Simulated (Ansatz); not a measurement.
Structures of equal composition on the (110) surface of bcc W: a layer of Ga in place of the second plane; a layer of Ga in place of the third plane. The slabs share one bottom face, and each structure is named by its start. These are constructed structures in small cells; real faces may alloy, dewet or reconstruct in larger ones, and not all known structures of the face are among them. Slabs of about 11 Å, Fermi-Dirac smearing of 0.1 eV. Bottom of the slabs: a bare face, its two planes held. Relaxed from the named starts with such symmetry as they have, on meshes of like density; energies extrapolated to zero smearing; spin only where a row says so; no spin-orbit coupling, no U. Brackets mark spin-polarised runs, whose order is one that fits the cell.

Computed with PBE (plane waves to 420 eV, PAW; Ansatz, an electronic-structure program).

Question: Put the candidates in order of energy per 1x1 cell, lowest first, for PBE.

Answer: a layer of Ga in place of the third plane (0.000 eV), a layer of Ga in place of the second plane (0.127 eV)
